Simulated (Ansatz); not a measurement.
**What uniaxial stress, 5 GPa tension along z does to ZrB2**

Start from ZrB2 (space group P6/mmm, No. 191; a = 3.171 Å, c = 3.542 Å; relaxed with 0.1 eV smearing). Axes: x lies along a and z along c of the hexagonal cell.

The change: uniaxial stress, 5 GPa tension along z; all other stress components relax to zero.

Computed with Ansatz (an electronic-structure program), PBE, PAW, cutoff 420 eV, no SOC. Settings: 21×21×16 k-points, 0.1 eV Fermi–Dirac smearing.

| quantity | base | changed | shift |
|---|---|---|---|
| volume per atom | 10.28 Å³ | 10.37 Å³ | +0.085 Å³ |
| space group | P6/mmm (No. 191) | P6/mmm (No. 191) | – |
| shortest interatomic distance | 1.831 Å | 1.826 Å | -0.005 Å |
| energy relative to the base (free energy F) | 0 meV/atom | +2.1 meV/atom | +2.1 meV/atom |
| band gap | zero | zero | – |
| strain response (xx, yy, zz) | – | (−0.25, −0.25, +1.33) % | – |
| secant Young's modulus along z | – | 380 GPa | – |
| mean lateral Poisson ratio | – | 0.19 | – |

Final structure:

```xyz
3
Lattice="3.1635 0.0000 0.0000 -1.5817 2.7396 0.0000 0.0000 0.0000 3.5889" Properties=species:S:1:pos:R:3 pbc="T T T"
Zr     0.0000     0.0000     0.0000
B      0.0000     1.8264     1.7945
B      1.5817     0.9132     1.7945
```

Beyond what the load breaks, stability against distortions was not tested. All final runs are without spin polarisation.
